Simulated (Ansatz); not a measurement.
Effective masses and thermopower of SnC (I-4m2)

Consider the following.

```
SnC
1.0
    0.00000     2.56921     2.36737
    2.56921     0.00000     2.36737
    2.56921     2.56921     0.00000
Sn C
1 1
Direct
  0.00000   0.00000   0.00000
  0.25000   0.25000   0.25000
```

Calculation: PBE with spin-orbit coupling, rigid bands (plane waves, PAW; Ansatz, a program for electronic structure). Condition of this run: uniaxial stress along [001] of 7.5 GPa (compression positive) (the target of the relaxation). Geometry: cell and atoms relaxed with PBEsol, then loaded as said.

```yaml
band_gap: 0.64 eV
electron conductivity mass (300 K, dilute): 0.21 (x), 0.21 (y), 0.28 (z) mₑ
hole conductivity mass (300 K, dilute): 0.55 (x), 0.55 (y), 0.130 (z) mₑ
effective density of states N_c (300 K): 3.8e18 cm⁻³
effective density of states N_v (300 K): 4.4e18 cm⁻³
density_of_states_mass_electrons: 0.28 mₑ
density_of_states_mass_holes: 0.31 mₑ
Seebeck coefficient, n-type 1e19 cm⁻³, 300 K: -181 μV/K
best n-type power factor at 300 K for τ = 10 fs (best axis; densities from 1e16 to 1e21 cm⁻³ tried, whether or not they can be reached): 4.7 μW/(cm·K²) at 3e19 cm⁻³
Seebeck coefficient, p-type 1e19 cm⁻³, 300 K: 180 μV/K
```

Rigid bands; masses and Seebeck coefficients take one relaxation time τ for all states and one kind of carrier; polarons and phonon drag are left out. Geometry: cell and atoms relaxed with PBEsol.

Computed structure with no diffraction record at hand here (it may be known, metastable or hypothetical): SnC (I-4m2).
